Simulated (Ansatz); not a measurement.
Consider Sn in the diamond structure (space group Fd-3m, No. 227; a = 6.540 Å; relaxed with 0.1 eV smearing). Axes: x, y, z lie along the cube axes.

The values are results of Kohn–Sham DFT with the PBEsol functional, run in Ansatz (an electronic-structure program) with PAW and 420 eV plane waves, no spin-orbit coupling, not measurements.

One thing is altered: the cell is scaled by 1.0250 in all directions, atoms relaxed at fixed cell.

Question: Predict the stress tensor and what it implies for the stiffness.

Answer: Stress of the strained cell less that of the base (GPa, compression positive):
```
   -2.6     0.0     0.0
    0.0    -2.6     0.0
    0.0     0.0    -2.6
```

Then B = −ΔP/(ΔV/V₀) with ΔV/V₀ = 0.0769 gives secant stiffness values (nonlinear terms included at this strain): B ≈ 33 GPa.

As a check, the harmonic strain energy −½ V₀ Δσ:ε is 21 meV/atom; the computed energy rise is 23 meV/atom.

No phonon test of stability was made.
